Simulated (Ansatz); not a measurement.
An Ansatz (a program for electronic structure) run: Al2O3 with a change (pressure 9 GPa); Ansatz, PBEsol, PAW, cutoff 420 eV, spin-orbit coupling left out.

Input:

Ansatz 0.2 input:
```yaml
crystal:
  lattice:
    - [2.373224958, 1.3701820683, 4.3103658202]
    - [-2.373224958, 1.3701820683, 4.3103658202]
    - [0, -2.7403641367, 4.3103658202]
  atoms:
    - { symbol: Al, position: [0.6479341184, 0.6479341184, 0.6479341184] }
    - { symbol: Al, position: [0.1479341184, 0.1479341184, 0.1479341184] }
    - { symbol: Al, position: [0.3520658816, 0.3520658816, 0.3520658816] }
    - { symbol: Al, position: [0.8520658816, 0.8520658816, 0.8520658816] }
    - { symbol: O, position: [0.75, 0.4439503959, 0.0560496041] }
    - { symbol: O, position: [0.0560496041, 0.75, 0.4439503959] }
    - { symbol: O, position: [0.25, 0.5560496041, 0.9439503959] }
    - { symbol: O, position: [0.5560496041, 0.9439503959, 0.25] }
    - { symbol: O, position: [0.9439503959, 0.25, 0.5560496041] }
    - { symbol: O, position: [0.4439503959, 0.0560496041, 0.75] }
basis: { ecutwfc: 420, ecutrho_ratio: 4, xc_grid: 2, fft_grid_basis: typed }
kpoints: { mp_grid: { grid: [8, 8, 8] } }
hamiltonian:
  xc: pbesol
  dispersion: none
  pseudopotentials: { kind: paw }
scf: { occupations: { method: fermi_dirac, width: 0.05 } }
relax: { f_tol: 0.01, max_steps: 60, cell: { stress_tol: 0.02, p_target: 9.0 } }
output: { forces: true, stress: true }
checkpoint: { write: state.ck, write_every: 1000 }
```

Output (explanatory and most iteration lines left out):

```
Relaxation: its limit of steps is 60 (relax.max_steps)
Pseudopotential: Al, paw, valence charge 3
Pseudopotential: O, paw, valence charge 6
Crystal: 10 atoms, lattice volume = 84.097 Å³
Basis set: ecut = 420 eV, 1605 PW (Γ), exchange–correlation on 72×72×72 points (8 copies of the dense FFT grid, shifted against one another)
Bands: 34, of which v1, the nominal top of the filled ones, is band 24 counted from 1 (23 counted from 0)
Symmetry: 12 space group operations
Space group: R-3c (ITA 167), of the structure as read, at distance tolerance 4.4e-5 Å
k-points: 65 of 512
Functional: x = pbesol(κ = 0.804, μ = 0.12345679012345678), c = pbesol(β = 0.046)
SCF iter   1: F=—  HF=-5478.877992 eV  |F-HF|=—  |Δ(HF+E_count)|=         —  Δρ=1.63e-2  dr2=1.67e-1  ethr=1.77e-3  ⟨swp⟩=7.6  Hψ=11822  notcnv=0  defer=36
SCF iter   2: F=—  HF=-5478.826838 eV  |F-HF|=—  |Δ(HF+E_count)|=   5.12e-2  Δρ=2.06e-3  dr2=1.60e-3  ethr=3.48e-4  ⟨swp⟩=2.6  Hψ=4361  notcnv=0  defer=248
SCF 1 converged in 6 iterations: F = -5478.827158 eV  dr2 = 9.68e-9
relax step   1: F+E_penalty+E_count = -5478.82715810 eV  Δ(F+E_penalty+E_count) = +0.000e0 eV  max|allowed force component| = 2.336e-3 eV/Å  Δτ_max = 0.0000 Å  P = +4.495 GPa  Ω = 84.097 Å³  (6 SCF iters, dr2 threshold 1.00e-7 eV, accepted)
[... steps on the carried basis left out ...]
relax step   7: F+E_penalty+E_count = -5478.76843254 eV  Δ(F+E_penalty+E_count) = +2.918e-4 eV  max|allowed force component| = 4.305e-3 eV/Å  Δτ_max = 0.0000 Å  P = +8.990 GPa  Ω = 82.700 Å³  stress off target by 1.42e-2 GPa  SCF on the basis re-selected at this cell (its energy is not comparable with the rows above)  (5 SCF iters)
SCF converged after 5 iterations
Free energy (F): -5478.768433 eV
Internal energy: -5478.768433 eV  (E = F + TS)
E sigma→0 (E₀):  -5478.768433 eV
Fermi energy:    11.309886 eV
--- Forces (eV/Å), atoms counted from 1 ---
  atom   1  Al     0.00000000    -0.00000000     0.00430513
  atom   2  Al    -0.00000000    -0.00000000     0.00430513
  atom   3  Al    -0.00000000     0.00000000    -0.00430513
  atom   4  Al     0.00000000     0.00000000    -0.00430513
  atom   5  O     -0.00118331     0.00204956     0.00000000
  atom   6  O     -0.00118331    -0.00204956    -0.00000000
  atom   7  O      0.00118331    -0.00204956    -0.00000000
  atom   8  O     -0.00236663     0.00000000     0.00000000
  atom   9  O      0.00118331     0.00204956     0.00000000
  atom  10  O      0.00236663    -0.00000000    -0.00000000
--- Stress (GPa, compression-positive) ---
        8.985756      -0.000000      -0.000000
       -0.000000       8.985756      -0.000000
       -0.000000      -0.000000       8.999660
  P = ⅓ Tr σ = 8.9904 GPa (89.904 kbar)
--- Relaxed structure (5 steps of the walk, 5 accepted, 2 SCFs on fresh bases) ---
  cell:  # Å, volume = 82.6998 Å³
    - [2.3605353706265784, 1.3628557316463215, 4.284429960242132]
    - [-2.3605353706265784, 1.3628557316463215, 4.284429960242132]
    - [-1.4064469320642083e-35, -2.7257114633423423, 4.284429960226323]
  atoms:
    - { symbol: Al, position: [0.6479503037427843, 0.6479503037427843, 0.6479503037427843] }
    - { symbol: Al, position: [0.14795030374278448, 0.14795030374278448, 0.14795030374278448] }
    - { symbol: Al, position: [0.3520496962572156, 0.3520496962572156, 0.35204969625721555] }
    - { symbol: Al, position: [0.8520496962572155, 0.8520496962572155, 0.8520496962572154] }
    - { symbol: O, position: [0.7500000000000002, 0.4437744864373181, 0.05622551356268218] }
    - { symbol: O, position: [0.05622551356268207, 0.75, 0.44377448643731776] }
    - { symbol: O, position: [0.24999999999999994, 0.5562255135626821, 0.9437744864373177] }
    - { symbol: O, position: [0.5562255135626821, 0.9437744864373179, 0.25] }
    - { symbol: O, position: [0.943774486437318, 0.2500000000000001, 0.5562255135626821] }
    - { symbol: O, position: [0.443774486437318, 0.05622551356268207, 0.7499999999999999] }
```

Load acts through the strain it causes; cell and atoms are relaxed under it. No phonon test of stability was made. No other phases were tried under pressure. The cell was made from Al$_{2}$O$_{3}$ in the corundum structure (space group R-3c, No. 167) by this change: pressure 9 GPa.
